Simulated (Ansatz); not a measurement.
## How far PBE and PBEsol part for ZnS, S vacancy

Start from an 8-atom supercell of ZnS in the zinc blende structure (space group F-43m, No. 216; a = 5.443 Å) at its relaxed geometry.

(Cell as relaxed with PBE.)

Levels (all Ansatz, an electronic-structure program, PAW, earlier PAW set): PBE (420 eV, no spin-orbit coupling); PBEsol (420 eV, scalar-relativistic without spin-orbit coupling).

Each level relaxes its own structure.

The change: one S atom is removed, atoms relaxed at fixed cell, starting from a slightly rattled geometry.

| quantity | PBE | PBEsol |
|---|---|---|
| largest displacement of a host atom from its site in the perfect cell | 0.96 Å | 0.86 Å |
| pressure | -1.9 GPa | -3.4 GPa |

PBE's largest displacement of a host atom from its site in the perfect cell lies 0.10 Å above PBEsol's; PBE's pressure lies 1.5 GPa above PBEsol's. Neither level is exact; PBEsol is the comparison here, not a measurement.

The magnetic state is the one reached from the starting moments; the real material's order can differ, and small cells can't hold many antiferromagnetic ones. In so small a cell the defect repeats every few ångströms: this is an ordered compound, not a dilute defect. Starting moments died away, wholly or in part, for S vacancy; another magnetic solution may exist.
